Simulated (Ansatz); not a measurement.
Structures of equal composition on the (0001) surface of hcp Ru: a pseudomorphic layer of Rh in the host's stacking; a pseudomorphic layer of Rh in the other hollow. The slabs share one bottom face, and each structure is named by its start. These are constructed structures in small cells; real faces may alloy, dewet or reconstruct in larger ones, and not all known structures of the face are among them. Slabs of about 11 Å, Fermi-Dirac smearing of 0.1 eV. Bottom of the slabs: a bare face, its two planes held. Relaxed from the named starts with such symmetry as they have, on meshes of like density; energies extrapolated to zero smearing; spin only where a row says so; no spin-orbit coupling, no U. Brackets mark spin-polarised runs, whose order is one that fits the cell.

All values below come from PBE (plane waves to 420 eV, PAW; Ansatz, a program for electronic structure).

### Question
Rank these by energy per 1x1 cell (lowest first), as PBE gives it.

### Answer
a pseudomorphic layer of Rh in the host's stacking (0.000 eV), a pseudomorphic layer of Rh in the other hollow (0.068 eV)
